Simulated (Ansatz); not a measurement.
## Effect of isotropic strain +1.13 % on Ge

Base system: Ge (space group P6_3/mmc, No. 194; a = 3.9948 Å, c = 6.5989 Å; a cell from a computed database, its experimental status unchecked).

Perturbation: every lattice vector is stretched by 1.13 %; the atoms relax in the strained cell.

Calculations: Ansatz (an electronic-structure program) r2SCAN, scalar-relativistic without spin-orbit coupling, earlier PAW set. Settings: 10×10×5 k-points, 0.05 eV Fermi–Dirac smearing.

```tsv
quantity	base	changed	shift
space group	P6_3/mmc (No. 194)	P6_3/mmc (No. 194)	–
shortest interatomic distance	2.452 Å	2.479 Å	+0.027 Å
energy relative to the base (free energy F)	0 meV/atom	+5.5 meV/atom	+5.5 meV/atom
pressure (mean of the normal stresses, compression positive)	0.0 GPa	-2.2 GPa	-2.2 GPa
band gap	0.10 eV	zero	–
```

The mesh was chosen for an insulator and is coarse for the gapless case. Whether these cells are dynamically stable was not tested. This is not the structure that Ge has at room temperature and ambient pressure. A zero or small gap of Ge can be the functional's error rather than a property of the material.
